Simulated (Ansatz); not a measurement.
# Pressure series in V3Si

Consider V$_{3}$Si in the A15 (Cr3Si type) structure (space group Pm-3n, No. 223; a = 4.6495 Å).

Cell and atoms are relaxed at each pressure.

Method: PBEsol (Ansatz, a quantum-chemistry and plane-wave program), no spin-orbit coupling.

Notes on the quantities. enthalpy: H = E + PV relative to the base's energy.

```tsv
variant	enthalpy	density
base	–	5.98 g/cm³
pressure −2 GPa	-0.16 eV/atom	?
pressure −1 GPa	-0.08 eV/atom	?
pressure 0.3 GPa	+0.02 eV/atom	5.99 g/cm³
pressure 0.7 GPa	+0.05 eV/atom	?
pressure 1.5 GPa	+0.12 eV/atom	6.02 g/cm³
pressure 3 GPa	+0.23 eV/atom	6.06 g/cm³
pressure 5 GPa	+0.39 eV/atom	?
pressure 7.5 GPa	+0.58 eV/atom	6.18 g/cm³
pressure 10 GPa	+0.77 eV/atom	6.25 g/cm³
```

Fill in the withheld entries from the trend.


- pressure −2 GPa, density: 5.92 g/cm³
- pressure −1 GPa, density: 5.95 g/cm³
- pressure 0.7 GPa, density: 6.00 g/cm³
- pressure 5 GPa, density: 6.12 g/cm³

Load acts through the strain it causes; cell and atoms are relaxed under it. No phonon test of stability was made. No other phases were tried under pressure. Starting moments died away, wholly or in part, for the base; another magnetic solution may exist. The final runs are not spin-polarised.
